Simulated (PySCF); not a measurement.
PySCF 2.14.0, PBE/def2-svp, df: Mg(Et)(tBu) (C[CH2][Mg][C](C)(C)C), 21 atoms. The geometry is a generated start, not checked to be a minimum at this level.

task: energy
method: pbe
basis: def2-svp
two-electron scheme: density fitting
mol.max_memory: 3000 MB
mf.max_cycle: 100
mf.init_guess: minao (default)
mf.DIIS: CDIIS (default)
mf.diis_space: 8 (default)
mf.conv_tol: 1e-09 (default)
mf.grids.level: 3 (default)
basis functions: 172
grid points: 240600

```xyz
21

Mg     0.0857    -0.3420    -0.8171
C     -0.2332    -0.4496    -2.9636
C     -1.4141     0.4487    -3.3378
H     -0.4575    -1.4691    -3.2986
H      0.6433    -0.1244    -3.5365
H     -1.2174     1.4920    -3.0750
H     -2.3265     0.1354    -2.8236
H     -1.6116     0.4150    -4.4164
C      0.4086    -0.0586     1.2871
C     -0.9151     0.1423     2.0256
C      1.0816    -1.3193     1.8325
C      1.3141     1.1379     1.5767
H     -0.7478     0.2389     3.1056
H     -1.5860    -0.7070     1.8655
H     -1.4214     1.0492     1.6835
H      0.4546    -2.1995     1.6677
H      2.0461    -1.4878     1.3460
H      1.2617    -1.2324     2.9127
H      2.2822     1.0250     1.0816
H      0.8564     2.0674     1.2291
H      1.4963     1.2379     2.6551
```

One run each on 2 threads, 1 BLAS thread. Values of level_shift (Hartree) tried: 0 (default), 0.1, 0.3, 1.

Which value of level_shift (Hartree) needs the fewest Fock builds, and what happens away from it?

Fewest Fock builds, within one of each other: 0 (default) with 13, 0.1 with 13. The count rises to 64 at 1. All converge to one solution.

```csv
level_shift (Hartree),Fock builds,end
0 (default),13,same solution
0.1,13,same solution
0.3,22,same solution
1,64,same solution
```
